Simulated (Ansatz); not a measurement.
Base system: CdTe in the zinc blende structure (space group F-43m, No. 216; a = 6.4892 Å).

All numbers come from Ansatz (a program for electronic structure) PBEsol, spin-orbit coupling left out.

Before the change:

| Property | Value |
|---|---|
| Volume per atom | 34.16 Å³ |

One thing is altered: full substitution Te → Hg; the structure is relaxed again.

Estimate the effect on the volume per atom.

The volume per atom falls by 0.34 Å³ (34.16 Å³ → 33.82 Å³).

No phonon test of stability was made. As relaxed here, CdHg is a hypothetical phase, not in the database extracts checked.
